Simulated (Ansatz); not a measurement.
NbP (model structure, started from the WC type, P-6m2, No. 187, 2 atoms in the cell) was calculated with PBEsol (plane waves, PAW; Ansatz, a quantum-chemistry and plane-wave program).

Settings: plane-wave cutoff 520 eV, 18×18×18 k mesh, Fermi–Dirac smearing 0.05 eV, no spin polarisation, scalar-relativistic PAW data made under PBE.

Cell (relaxed at this level):

```xyz
2
Lattice="3.2915 0.0000 0.0000 -1.6457 2.8505 0.0000 0.0000 0.0000 3.3226" Properties=species:S:1:pos:R:3 pbc="T T T"
Nb     0.0000     0.0000     0.0000
P      1.6457     0.9502     1.6613
```

**Question.** Predict the bulk modulus.

**Answer.** 
bulk modulus: 194 GPa

Note: the run has no spin polarisation, so it can have missed a magnetic state; the bulk modulus is −V dP/dV from two relaxed cells at ±2 % in volume; the relaxation could raise the start's symmetry but not lower it, so the cell can be a saddle point.

Computed values are for the static lattice.

Computing time: roughly 2.5 core-minutes.

A model structure was made by putting elements into a prototype or built by hand; it is no filed structure, need not be a known phase, and can be a saddle point held by its symmetry.
